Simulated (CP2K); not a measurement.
Input and output of a self-consistent single point for MgH₂ (P4_2/mnm, 6 atoms in the cell) (CP2K).

Computed with PBE, GPW, DZVP-MOLOPT-SR-GTH basis, GTH-PBE potentials (GTH_POTENTIALS) (CP2K).

The change in words: lattice scaled by 0.98. Reference geometry:
```
CELL_PARAMETERS angstrom
      4.52000     0.00000     0.00000
      0.00000     4.52000     0.00000
      0.00000     0.00000     3.02000
ATOMIC_POSITIONS crystal
  Mg 0.00000 0.00000 0.00000
  Mg 0.50000 0.50000 0.50000
  H  0.30400 0.30400 0.00000
  H  0.80400 0.19600 0.50000
  H  0.19600 0.80400 0.50000
  H  0.69600 0.69600 0.00000
```

Reference input (self-consistent single point, DFT PBE, GPW, DZVP-MOLOPT-SR-GTH basis, GTH-PBE potentials (GTH_POTENTIALS)): CUTOFF = 1000 Ry; REL_CUTOFF = 60 Ry; SMEAR/METHOD = FERMI_DIRAC; ELECTRONIC_TEMPERATURE = 116.05 K; KPOINTS/SCHEME = MONKHORST-PACK 5 5 7; XC_FUNCTIONAL = PBE; Mg/BASIS_SET = DZVP-MOLOPT-SR-GTH-q10; Mg/POTENTIAL = GTH-PBE-q10; H/BASIS_SET = DZVP-MOLOPT-SR-GTH-q1; H/POTENTIAL = GTH-PBE-q1; METHOD = GPW; EPS_DEFAULT = 1e-10. This run's input differs from it in these lines:

```diff
@@ -62,3 +62,3 @@
     &CELL
-      ABC 4.52000000 4.52000000 3.02000000
+      ABC 4.42960000 4.42960000 2.95960000
       ALPHA_BETA_GAMMA 90.00000000 90.00000000 90.00000000
```

Output, abridged:

```
 SCF WAVEFUNCTION OPTIMIZATION

  Step     Update method      Time    Convergence         Total energy    Change
     1 NoMix/Diag. 0.20E+00      -     1.14399492      -128.7267526987 -1.29E+02
     2 Broy./Diag. 0.20E+00      -     0.00907143      -128.6678283570  5.89E-02
     3 Broy./Diag. 0.20E+00      -     0.03077942      -128.8865659117 -2.19E-01
     4 Broy./Diag. 0.20E+00      -     0.00265618      -128.8931506447 -6.58E-03
     5 Broy./Diag. 0.20E+00      -     0.00334686      -128.8870784349  6.07E-03
     6 Broy./Diag. 0.20E+00      -     0.00005685      -128.8846443838  2.43E-03
     7 Broy./Diag. 0.20E+00      -     0.00011250      -128.8804484072  4.20E-03
     8 Broy./Diag. 0.20E+00      -     0.00000360      -128.8793041523  1.14E-03
     9 Broy./Diag. 0.20E+00      -     0.00000614      -128.8796118561 -3.08E-04
    10 Broy./Diag. 0.20E+00      -     0.00000009      -128.8796813755 -6.95E-05
  *** SCF run converged in    10 steps ***

  Overlap energy of the core charge distribution:               0.00000000000000
  Self energy of the core charge distribution:               -298.33530625122683
  Core Hamiltonian energy:                                     88.87734996146629
  Hartree energy:                                              99.33096627860421
  Exchange-correlation energy:                                -18.75269136439332
  Electronic entropic energy:                                  -0.00000000000000
  Fermi energy:                                                 0.16365257523069

  Total energy:                                              -128.87968137554967
  Total energy (extrapolated to T->0):                       -128.87968137554967

                     Mulliken Population Analysis

   [... lines left out ...]

 STRESS| Analytical stress tensor [bar]
 STRESS|                        x                   y                   z
 STRESS|      x        1.88971314745E+04   5.68340438205E-03   5.46223720760E-03
 STRESS|      y        5.68340438205E-03   1.88971314747E+04   5.46227660611E-03
 STRESS|      z        5.46223720760E-03   5.46227660611E-03   2.23660264181E+04
 STRESS| 1/3 Trace                                             2.00534297891E+04
```

The run converged in 10 iterations. Against the reference run the free energy is nearly the same (within 1 meV/atom), the pressure goes from -1.52 to 2.01 GPa, the largest force goes from 0.086 to 0.101 eV/Å and the gap on the mesh goes from 3.377 to 3.529 eV.

The starting cell has typed, rounded lattice constants, without a prior relaxation at this level. For this run, on top of that: lattice scaled by 0.98. Values carry the incompleteness of an atom-centred basis.
